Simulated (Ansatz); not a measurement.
## A computed series for CuAu: response to strain

Consider CuAu (space group P4/mmm, No. 123; a = 2.813 Å, c = 3.593 Å; relaxed with 0.1 eV smearing). Axes: x, y, z lie along a, b, c of the conventional cell.

Strains are applied to the cell and any free atomic positions relax.

The values are results of DFT with PBEsol, PAW potentials and a 420 eV plane-wave cutoff in Ansatz (an electronic-structure program), spin-orbit coupling left out, not measurements.

Notes on the quantities. energy relative to the base: free energy F.

```csv
uniaxial strain ε_zz (%),energy relative to the base (meV/atom)
-3,7.7
-2.5,5.3
-2,?
-1.5,1.9
-1,0.8
-0.5,0.2
0,0.0
```

Q: Fit ΔE = Aε² + Bε³ (ε in %) to the rows shown and predict the withheld row.

A: Least squares on the printed values gives A = 0.814 and B = -0.014 meV/atom (largest residual 0.0 meV/atom); this predicts 3.4 meV/atom, and the run gives 3.3 meV/atom, in agreement.

No phonon test of stability was made. The final runs are not spin-polarised.
